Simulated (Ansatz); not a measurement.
Take PbF$_{2}$ in the fluorite structure (space group Fm-3m, No. 225; a = 5.9218 Å) as the base. Axes: x, y, z lie along the cube axes.

Computed with r2SCAN (Ansatz, a program for electronic structure), spin-orbit coupling left out, earlier PAW set.

Free-standing slabs (3 atom(s) a layer) normal to [111] with 15 Å of vacuum; in-plane cell held at bulk.

One change was made to it. Results:

The shortest interatomic distance decreases by 13.1 pm (256.4 pm → 243.3 pm); the smallest direct gap drops by 0.285 eV (5.08 eV → 4.80 eV); the gap character comes out as indirect, K → M.

Task: Name the change that was made.
A. 5 layers
B. 1 layer
C. 4 layers
D. 3 layers

Result: A, 5 layers. For comparison, the shortest interatomic distance in the other runs: 3 layers gives 246.3 pm; 4 layers gives 242.1 pm; 1 layer gives 254.4 pm.

With Pb present, leaving out spin-orbit coupling can change the band edges. Stability against distortions was not tested. k-point labels follow each cell's own Brillouin zone.
